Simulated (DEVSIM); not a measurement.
System: Cr/Si3N4/p-GaAs capacitor, at 400 K.

| layer (left to right) | material | thickness (nm) | Na (cm⁻³) |
|---|---|---|---|
| 1 | Si3N4 | 9.80 | - |
| 2 | GaAs | 1100 | 3.5e17 |

Metal gate on the left, work function 4.5 eV. Fixed charge at the semiconductor interface -1.2e10 cm⁻² (in units of +e); no interface traps.

Constants are typed, rounded textbook-type inputs, not results; the design itself was drawn at random and stands for no fabricated device. Values at 300 K; Nc and Nv go as T^1.5, mobilities as T to minus their exponent, the gap by Varshni's rule with the affinity fixed.

| parameter | Si3N4 | GaAs |
|---|---|---|
| gap (eV) | 5.1 | 1.424 |
| affinity (eV) | 2.1 | 4.07 |
| permittivity | 7.5 | 12.9 |
| Nc (cm⁻³) | - | 4.7e17 |
| Nv (cm⁻³) | - | 9e18 |
| Varshni α (eV/K) | - | 0.000541 |
| Varshni β (K) | - | 204 |

Model (solved in DEVSIM): 1D Poisson equation in equilibrium, Boltzmann statistics, complete ionisation; no quantum confinement or tunnelling. Metal contacts follow the ideal Schottky-Mott rule: no Fermi-level pinning, no interface dipoles.

The substrate doping was swept, all else fixed.

| substrate doping (cm^-3) | minimum of the low-frequency capacitance (μF/cm²) | flat-band voltage (V) |
|---|---|---|
| 1.8e16 | 0.0432 | -0.71 |
| 3.5e16 | 0.0573 | -0.74 |
| 7e16 | (withheld) | -0.76 |
| 1.8e17 | 0.109 | -0.79 |
| 3.5e17 | 0.141 | -0.82 |
| 7e17 | 0.182 | -0.84 |

Complete the blanks.


- 7e16, minimum of the low-frequency capacitance (μF/cm²): 0.0753
